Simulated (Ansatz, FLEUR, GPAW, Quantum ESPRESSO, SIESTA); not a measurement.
One structure in several programs: Co3Si (P6_3/mmc, 8 atoms in the cell)

Self-consistent single point.

```
CELL_PARAMETERS angstrom
      5.06406     0.00000     0.00000
     -2.53203     4.38560     0.00000
      0.00000     0.00000     4.04271
ATOMIC_POSITIONS crystal
  Co 0.16748 0.33495 0.75000
  Co 0.83252 0.66505 0.25000
  Co 0.83252 0.16748 0.25000
  Co 0.16748 0.83252 0.75000
  Co 0.66505 0.83252 0.75000
  Co 0.33495 0.16748 0.25000
  Si 0.66667 0.33333 0.75000
  Si 0.33333 0.66667 0.25000
```

All programs got the same cell, k-point mesh and kind of occupations (in Ansatz's words: kpoints.mp_grid.grid = 5 5 6; scf.occupations.method = gaussian; scf.occupations.width = 0.0037 Ry); potentials, basis and cutoffs are each program's usual ones.

```csv
code,model,pressure (GPa),largest force (eV/Å),k-points,cutoff
GPAW,"PBEsol, GPAW PAW datasets PBEsol (made by gpaw-setup)",-21.30,0.210,20,800 eV
Ansatz,"PBEsol, PAW files made with PBE",-22.66,0.201,20,default
FLEUR,"PBEsol, all-electron FLAPW (FLEUR), scalar-relativistic valence",–,0.198,20,Kmax 4.6 1/bohr
Quantum ESPRESSO,"PBEsol, PSlibrary PAW (PBE) pseudopotentials",-23.38,0.199,20,50 Ry
SIESTA,"GGA PBEsol, numerical atomic orbitals DZP, PseudoDojo PBEsol standard norm-conserving potentials (rewritten from UPF to PSML)",-24.64,0.322,78,grid 300 Ry
```

A dash marks a value that a program does not give, or that is left out as unsure.

The spread over the programs that give each value: pressure within 3.34 GPa; largest force within 0.124 eV/Å.

The starting cell comes from a database of computed structures (which also holds hypothetical and non-ambient phases and stackings), without a prior relaxation at this level. Its lattice was rescaled by a random factor within 2.5 % of one. On Ansatz's run: Spin polarisation is off. In the base run, with a pressure of about -23 GPa the cell is away from its equilibrium volume at this level.

Q: Why do the programs differ, and what cannot be compared?

A: Differences of this kind can come from the potentials, where these differ, and from what each basis and cutoff leave unconverged. The valence holds different numbers of electrons (GPAW 62, Ansatz (an electronic-structure program) 110, FLEUR 98, Quantum ESPRESSO 62, SIESTA 110). The zero of total energies and Fermi levels follows the potentials and each program's conventions, so they are not compared here. SIESTA uses small atom-centred bases, whose incompleteness enters pressures, forces and empty levels differently from a plane-wave cutoff. FLEUR treats all electrons, but the usual bases taken here (sphere radii, linearisation, local orbitals, empty states) were not tested for convergence, so the values are no reference for the others. Ansatz's pressure is given at a fixed set of plane waves, as the other plane-wave codes print theirs; with its correction for the finite basis it is -22.56 GPa. Ansatz's smearing width was typed in Ry to four decimals, so it matches the others to a few per cent. The programs reduce the same mesh by symmetry to different extents, which changes the work and not the result. In the pressure, GPAW (by 1.35) and SIESTA (by 1.98) lie more than 1 GPa from the median of the plane-wave programs. In the force vectors, SIESTA (by 0.121) lies more than 0.08 eV/Å from the median of the plane-wave programs.

Left out of this page: ABINIT and Elk (stopped by limits of time or memory).

Keys are those of Ansatz 0.2.
